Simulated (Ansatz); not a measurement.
The parent structure is Os in the hcp (Mg type) structure (space group P6_3/mmc, No. 194; a = 2.738 Å, c = 4.318 Å; relaxed with 0.1 eV smearing). Axes: x lies along a and z along c of the hexagonal cell.

Calculations: r2SCAN (Ansatz, a first-principles code), without spin-orbit coupling.

Base values:

| Item | Value |
|---|---|
| Shortest interatomic distance | 2.676 Å |

Now apply this change: uniaxial stress, 8 GPa compression along x; all other stress components relax to zero.

Q: What happens to the strain response?

A: The strain response (xx, yy, zz) is (−1.11, +0.27, +0.23) %.

Q: What happens to the energy relative to the base?

A: The energy grows by 3.8 meV/atom.

Q: Predict the new shortest interatomic distance.

A: The shortest interatomic distance drops by 0.002 Å, from 2.676 Å to 2.674 Å.

Beyond what the load breaks, stability against distortions was not tested. All final runs are without spin polarisation.
